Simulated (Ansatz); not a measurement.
The starting structures come from a database of crystals and need not be the phases stable at ambient conditions.

 Where the default PAW files enter, the runs use the earlier of Ansatz's two default sets.

By LDA, the system below comes out a metal.

A figure of merit of an interconnect metal is its ballistic conductance per area.

Input:

```
CELL_PARAMETERS angstrom
      4.50097     0.00000     0.00000
      0.00000     4.50097     0.00000
      2.25048     2.25048     3.18267
ATOMIC_POSITIONS crystal
  Ga 0.75000 0.25000 0.50000
  Bi 0.00000 0.00000 0.00000
```

Space group of this cell: F-43m, zinc blende. The cell is taken as given; by LDA its mean pressure is -2.0 GPa.

The current flows along the normal of the first two printed cell vectors, the (001) plane of the conventional cell. No spin-orbit coupling; the value is a mean over 0.1 eV about the Fermi level.

Q: Estimate the ballistic conductance per area that LDA in Ansatz (an electronic-structure program) returns for this system.

A: 0.085 × 10¹⁵ S/m² for both spins.
